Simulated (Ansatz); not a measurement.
# A computed series for MgO: response to strain

Start from MgO in the rock salt structure (space group Fm-3m, No. 225).

```yaml
crystal:
  lattice:
    - [0.00000, 2.07958, 2.07958]
    - [2.07958, 0.00000, 2.07958]
    - [2.07958, 2.07958, 0.00000]
  atoms:
    - { symbol: Mg, position: [0.00000, 0.00000, 0.00000] }
    - { symbol: O, position: [0.50000, 0.50000, 0.50000] }
```

Strains are applied to the cell and any free atomic positions relax.

Computed with LDA (Ansatz, a first-principles code; PAW; 420 eV plane waves; no SOC).

Notes on the quantities. energy relative to the base: free energy F.

```tsv
change	volume per atom	energy relative to the base	band gap	width of the top valence band	electron mass
base	8.99 Å³	0 meV/atom	5.03 eV	1.87 eV	0.36 mₑ (at Γ)
isotropic strain −3.00 %	8.21 Å³	+43 meV/atom	6.02 eV	2.06 eV	0.40 mₑ (at Γ)
isotropic strain −2.50 %	8.34 Å³	+29 meV/atom	5.85 eV	2.02 eV	0.39 mₑ (at Γ)
isotropic strain −2.00 %	8.46 Å³	+19 meV/atom	5.68 eV	1.99 eV	0.39 mₑ (at Γ)
isotropic strain −1.50 %	8.59 Å³	+10 meV/atom	5.51 eV	1.96 eV	0.38 mₑ (at Γ)
isotropic strain +0.50 %	9.13 Å³	+1.1 meV/atom	4.88 eV	1.85 eV	0.36 mₑ (at Γ)
isotropic strain +1.00 %	9.27 Å³	+4.2 meV/atom	4.74 eV	1.82 eV	0.35 mₑ (at Γ)
isotropic strain +1.50 %	9.40 Å³	(withheld)	4.59 eV	(withheld)	0.34 mₑ (at Γ)
isotropic strain +2.00 %	9.54 Å³	+16 meV/atom	4.45 eV	1.77 eV	0.34 mₑ (at Γ)
isotropic strain +2.50 %	9.69 Å³	+25 meV/atom	4.31 eV	1.74 eV	0.33 mₑ (at Γ)
```

Question: Fill in the withheld entries from the trend.

Answer: 
- isotropic strain +1.50 %, energy relative to the base: +9.4 meV/atom
- isotropic strain +1.50 %, width of the top valence band: 1.79 eV

Effective masses come from finite differences of ±0.01 Å⁻¹. Whether these cells are dynamically stable was not tested.
